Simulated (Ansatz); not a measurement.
Results of G0W0@PBEsol (hard PAW, contour deformation; Ansatz, an electronic-structure program) for SnSiO₃ (model structure, started from the tetragonal perovskite type, P4mm, No. 99, 5 atoms in the cell).

The cell is the one relaxed with PBEsol. Conventional cell: a = 3.4653 Å, b = 3.4653 Å, c = 4.6902 Å, α = 90.00°, β = 90.00°, γ = 90.00°.

The quasiparticle gap at Γ at a fixed k mesh 2×2×2:

| response cutoff | value (eV) |
|---|---|
| 150 eV, 432 empty bands | 4.695 |
| 200 eV, 665 empty bands | 4.777 |
| 250 eV, 929 empty bands | 4.830 |
| 300 eV, 1221 empty bands | 4.863 |

Q: Taking the value to converge with the response cutoff E as E^(−3/2), extrapolate from the last two rows.

A: With y = y∞ + c/w and weights w = 3953 and 5196 for the last two rows, y∞ = (w2 y2 − w1 y1)/(w2 − w1) = (5196 × 4.863 − 3953 × 4.830)/1243 = 4.968 eV, which lies 0.105 beyond the last row. Successive pairs of rows give 4.929, 4.963, 4.968. The limit also hangs on the law assumed, so its last digits aren't firm.

The other settings are not extrapolated, so this is the limit in one setting alone.

At the last cutoff the smallest gap on this mesh is 1.62 eV, with an edge away from Γ.

Spin–orbit coupling is not included.

Note: filled d or f shells below the valence bands can shift G0W0 gaps through exchange with them, which wasn't tested here.

A model structure was made by putting elements into a prototype or built by hand; it is no filed structure, need not be a known phase, and can be a saddle point held by its symmetry.
